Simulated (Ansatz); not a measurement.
Si3N4 (P6₃/m, No. 176) was calculated with PBEsol (Ansatz, an electronic-structure program, PAW).

Run with plane-wave cutoff 520 eV, 6×6×12 k mesh (along the axes of the cell as run), Fermi–Dirac smearing 0.01 eV, scalar-relativistic PAW data made under PBE.

Cell (relaxed at this level):

N4Si3 is taken in the hexagonal space group P6₃/m (No. 176), Pearson symbol hP14. Conventional cell: a = b = 7.624 Å, c = 2.910 Å, α = β = 90.00°, γ = 120.00°. Si on 6h is coordinated by 4 N at 1.733–1.741 Å (tetrahedral). N1 on 2d has 3 Si at 1.733 Å (trigonal planar). N2 on 6h has 3 Si at 1.740 Å (trigonal planar). (Neighbours: up to the widest gap in distance over summed covalent radii, below 1.35, at either atom.)

**Question.** Give the computed band gap and smallest direct gap on the k points sampled.

**Answer.** 
- band gap: 4.19 eV (indirect)
- smallest direct gap on the k points sampled: 4.39 eV

The computed numbers hold no vibrational or temperature effects.

Cost on a shared machine: roughly 90 core-seconds.
